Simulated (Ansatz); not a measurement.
**P, element substitutions**

The reference is P (space group R-3m, No. 166; a cell from a computed database, its experimental status unchecked).

```xyz
2
Lattice="1.7204 0.9933 2.9284 -1.7204 0.9933 2.9284 0.0000 -1.9866 2.9284" Properties=species:S:1:pos:R:3 pbc="T T T"
P      0.0000     0.0000     2.0545
P      0.0000     0.0000     6.7308
```

Each row replaces one element on all its sites; cell and atoms are relaxed.

Method: DFT with PBEsol, PAW potentials and a 420 eV plane-wave cutoff in Ansatz (a program for electronic structure), no spin-orbit coupling.

```
change  volume per atom      space group
------  ---------------  ---------------
base           15.01 Å³   R-3m (No. 166)
P → As         20.85 Å³   R-3m (No. 166)
P → S          16.41 Å³  Pm-3m (No. 221)
P → Ir         16.40 Å³  Pm-3m (No. 221)
```

No phonon test of stability was made. As relaxed here, S and Ir are hypothetical phases, not in the database extracts checked. All final runs are without spin polarisation. Ir has a high density of states at the Fermi level and may be magnetic at this level. This is not the structure that P has at room temperature and ambient pressure.
